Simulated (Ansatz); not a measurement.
**Fermi-surface data of TiSi$_{2}$ under load (space group Fddd)**

Consider the following.

```xyz
6
Lattice="0.0000 4.0328 4.2470 2.3445 0.0000 4.2470 2.3445 4.0328 0.0000" Properties=species:S:1:pos:R:3 pbc="T T T"
Ti     2.3445     4.0328     4.2470
Ti     3.5167     6.0492     6.3705
Si     2.3445     6.7444     4.2470
Si     2.3445     1.3212     4.2470
Si     1.1722     3.3376     2.1235
Si     1.1722     0.6952     2.1235
```

Level of theory: PBEsol, rigid bands (plane waves, PAW, scalar-relativistic; Ansatz, a program for electronic structure). Condition of this run: biaxial strain xx = yy = -1.5 %, z clamped. Geometry: cell and atoms relaxed with PBEsol, then loaded as said.

```yaml
density of states at the Fermi level: 2.19 states/(eV·cell), both spins
bare Sommerfeld coefficient: 0.86 mJ/(mol of atoms·K²)
drude_plasma_energy: 5.4 (x), 5.3 (y), 5.0 (z) eV
root-mean-square Fermi velocity: 6.2e5 m/s
resistivity times τ: 16.8 (x), 17.4 (y), 19.9 (z) ×10⁻²² Ω·m·s
```

A metal at this level (no band gap); rigid bands, thermally averaged at 300 K, both spins. Spin-orbit coupling is left out. τ is one relaxation time for all states.
